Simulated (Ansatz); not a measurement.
The structure below was relaxed with Ansatz (an electronic-structure program), r2SCAN, PAW, cutoff 500 eV, no SOC, earlier PAW set, at pressure 60 GPa.

```
Ge
1.0
    0.00000     2.51214     2.51214
    2.51214     0.00000     2.51214
    2.51214     2.51214     0.00000
Ge
2
Cartesian
  2.51214   2.51214   2.51214
  3.76821   3.76821   3.76821
```

### Question
Find the space group and the Wyckoff positions.

### Answer
Space group Fd-3m, origin choice 1 (No. 227); a = b = c = 5.024 Å, α = β = γ = 90.00°

| atom | site | symmetry | x | y | z |
|---|---|---|---|---|---|
| Ge | 8a | -43m | 0.0000 | 0.0000 | 0.0000 |

### Question
Describe the coordination.

### Answer
The crystal has 8 atoms in its conventional cell. Conventional cell: a = b = c = 5.024 Å, α = β = γ = 90.00°. Ge is surrounded by 4 Ge at 2.176 Å (tetrahedral). (Neighbours: up to the widest gap in distance over summed covalent radii, below 1.35, at either atom.)

Load acts through the strain it causes; cell and atoms are relaxed under it. Whether these cells are dynamically stable was not tested. Measured, Ge leaves this structure (for the β-tin structure) near 10.6 GPa (room temperature; as listed in arXiv:1906.07825). The cell was made from Ge in the diamond structure (space group Fd-3m, No. 227) by this change: pressure 60 GPa.
